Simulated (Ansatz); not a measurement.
A constructed model of the (111) surface of fcc Rh, a layer of Mn in place of the second plane (bottom of the slab: a bare face, its two planes held)

The numbers are results of PBE (plane waves to 420 eV, PAW; Ansatz, a quantum-chemistry and plane-wave program), not measurements.

Model: 6-atom slab, 11.0 Å thick at the start with caps and adatoms (thin: gaps and levels are the slab's own), 16x16x1 mesh, Fermi-Dirac 0.1 eV, dipole correction, 2 atoms held, the rest relaxed; symmetry of the start imposed; spin-polarised, ending with about 2.4 μB a cell; orders that need a larger cell were not tried, no spin-orbit, no U. In PBE it is, or lies within 0.01 eV a 1x1 cell of, the lowest of the 2 structures of its composition computed so far; subsurface sites and larger cells were not tried.

```yaml
work_function_of_the_top_face: 4.84 eV
energy_released_by_relaxation: 0.17 eV
magnetic_moment_of_the_cell: 2.44 μB
cost: roughly 6 core-minutes
```
